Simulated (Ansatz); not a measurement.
## A computed series for NaReO3: response to strain

The reference is NaReO3 in the cubic perovskite structure (space group Pm-3m, No. 221; a = 3.837 Å; a cell from a computed database, its experimental status unchecked). Axes: x, y, z lie along the cube axes.

Strains are applied to the cell and any free atomic positions relax; under biaxial strain the out-of-plane vector relaxes too.

Calculations: PBEsol/PAW in Ansatz (an electronic-structure program), spin-orbit coupling left out.

Notes on the quantities. energy relative to the base: free energy F; pressure: mean of the normal stresses, compression positive.

```csv
case,energy relative to the base,volume per atom,pressure,space group
base,0 meV/atom,11.30 Å³,0.0 GPa,Pm-3m (No. 221)
"biaxial strain −2.07 %, plane normal [110], relaxed out of plane",+12 meV/atom,11.05 Å³,5.5 GPa,Cmmm (No. 65)
isotropic strain +1.27 %,+11 meV/atom,11.74 Å³,-8.0 GPa,Pm-3m (No. 221)
uniaxial strain ε_yy = +0.92 %,(withheld),11.40 Å³,(withheld),P4/mmm (No. 123)
tensor shear ε_xz = +2.91 %,+7.6 meV/atom,11.29 Å³,0.0 GPa,Cmmm (No. 65)
```

### Question
Complete the table.

### Answer

- uniaxial strain ε_yy = +0.92 %, energy relative to the base: +1.3 meV/atom
- uniaxial strain ε_yy = +0.92 %, pressure: -2.0 GPa

Without a gap, meshes like the base's 12×12×12 leave anisotropic stresses uncertain by several tenths of a GPa, and small strain energies with them. Whether these cells are dynamically stable was not tested. No Hubbard U is applied, and correlation can decide whether such a compound is a metal. The final runs are not spin-polarised. Many cubic perovskites are stable only at high temperature; tilts and polar distortions were not tested.
